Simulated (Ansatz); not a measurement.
The parent structure is LaRu2 in the cubic Laves (MgCu2 type) structure (space group Fd-3m, No. 227).

```
CELL_PARAMETERS angstrom
      0.00000     3.80030     3.80030
      3.80030     0.00000     3.80030
      3.80030     3.80030     0.00000
ATOMIC_POSITIONS crystal
  La 0.25000 0.25000 0.25000
  La 0.00000 0.00000 0.00000
  Ru 0.62500 0.62500 0.12500
  Ru 0.62500 0.12500 0.62500
  Ru 0.62500 0.62500 0.62500
  Ru 0.12500 0.62500 0.62500
```

The values are results of Ansatz (a program for electronic structure), PBEsol, PAW, cutoff 420 eV, without spin-orbit coupling, not measurements.

For the base:

| Quantity | Value |
|---|---|
| Volume per atom | 18.29 Å³ |

The change: a hydrostatic pressure of 1.5 GPa.

**Question.** Estimate the effect on the volume per atom.

**Answer.** The volume per atom decreases by 0.166 Å³, from 18.29 Å³ to 18.13 Å³.

Load acts through the strain it causes; cell and atoms are relaxed under it. Stability against distortions was not tested. All final runs are without spin polarisation.
